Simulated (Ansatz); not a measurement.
Seebeck coefficient (μV/K, mean over directions) of p-type AlN (P6_3mc) against carrier density, PBEsol with spin-orbit coupling, rigid bands (Ansatz, a first-principles code). Computed gap 4.10 eV; densities at which minority carriers matter at this gap, or further valleys turn the trend, are left out. Conductivity mass 1.01 mₑ (harmonic mean over directions), N_v = 5.9e19 cm⁻³ at 300 K.

```tsv
hole density	300 K	500 K
1e16 cm⁻³	[?]	1049
1e17 cm⁻³	769	851
1e18 cm⁻³	571	652
3e18 cm⁻³	476	558
1e19 cm⁻³	373	455
3e19 cm⁻³	282	362
1e20 cm⁻³	188	[?]
3e20 cm⁻³	[?]	185
1e21 cm⁻³	71	126
```

### Question
Complete the blanks.

### Answer

- 1e16 cm⁻³, 300 K: 967
- 1e20 cm⁻³, 500 K: 264
- 3e20 cm⁻³, 300 K: 116

Rigid bands with a gap fixed in temperature, one relaxation time for all states, no polarons or phonon drag, and whether or not such doping can be reached.
